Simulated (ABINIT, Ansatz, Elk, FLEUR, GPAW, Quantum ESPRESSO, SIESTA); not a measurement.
**One structure in several programs: FePt (P4/mmm, 2 atoms in the cell)**

Self-consistent single point.

```yaml
crystal:
  lattice:
    - [2.72000, 0.00000, 0.00000]
    - [0.00000, 2.72000, 0.00000]
    - [0.00000, 0.00000, 3.71000]
  atoms:
    - { symbol: Fe, position: [0.00000, 0.00000, 0.00000], spin: 3.0 }
    - { symbol: Pt, position: [0.50000, 0.50000, 0.50000] }
```
(The spins are starting values, not results.)

All programs got the same cell, k-point mesh and kind of occupations, and the same starting moments (in Ansatz's words: kpoints.mp_grid.grid = 9 9 7; magnetization.spin_polarized = true; scf.occupations.method = gaussian; scf.occupations.width = 0.1 eV); potentials, basis and cutoffs are each program's usual ones.

```
code                                                                                                                                model  pressure (GPa)  size of the net moment (μB/atom)  k-points           cutoff
----------------  -----------------------------------------------------------------------------------------------------------------------  --------------  --------------------------------  --------  ---------------
SIESTA            GGA PBE, numerical atomic orbitals DZP, PseudoDojo PBE standard norm-conserving potentials (rewritten from UPF to PSML)            4.41                              1.67       284      grid 400 Ry
Elk                                        PBE, all-electron FP-LAPW, Elk's shipped species files, APW+lo basis with extra local orbitals               –                              1.62        60       rgkmax 7.5
GPAW                                                                                         PBE, GPAW PAW datasets PBE (gpaw-data 1.0.1)            5.20                              1.63        60           850 eV
Quantum ESPRESSO                                                                          PBE, PSlibrary ultrasoft (PBE) pseudopotentials            5.88                              1.64        60            55 Ry
ABINIT                                                           PBE, norm-conserving pseudopotentials (PseudoDojo nc-sr-05 PBE standard)            5.19                              1.66        60            45 Ha
Ansatz                                                                                                             PBE, default PAW files            4.60                              1.63        60           420 eV
FLEUR                                                                        PBE, all-electron FLAPW (FLEUR), scalar-relativistic valence               –                              1.63        60  Kmax 4.3 1/bohr
```

A dash marks a value that a program does not give, or that is left out as unsure.

The spread over the programs that give each value: pressure within 1.47 GPa; size of the net moment within 0.05 μB/atom.

The starting cell has typed, rounded lattice constants, without a prior relaxation at this level. On Ansatz's run: Spin-orbit coupling is off. The magnetic order is the one reached from the typed start; others were not searched systematically. In the base run, with a pressure of about 5 GPa the cell is away from its equilibrium volume at this level.

Task: Why do the programs differ, and what cannot be compared?

Result: Differences of this kind can come from the potentials, where these differ, and from what each basis and cutoff leave unconverged. The valence holds different numbers of electrons (SIESTA 34, GPAW 24, Quantum ESPRESSO 18, ABINIT 34, Ansatz (a first-principles code) 34, FLEUR 32). The zero of total energies and Fermi levels follows the potentials and each program's conventions, so they are not compared here. SIESTA uses small atom-centred bases, whose incompleteness enters pressures, forces and empty levels differently from a plane-wave cutoff. Elk and FLEUR treat all electrons, but the usual bases taken here (sphere radii, linearisation, local orbitals, empty states) were not tested for convergence, so the values are no reference for the others. Ansatz's pressure is given at a fixed set of plane waves, as the other plane-wave codes print theirs; with its correction for the finite basis it is 4.69 GPa. Site moments depend on each program's spheres or projections; the total moment of the cell does not. The programs reduce the same mesh by symmetry to different extents, which changes the work and not the result.

Keys are those of Ansatz 0.2.
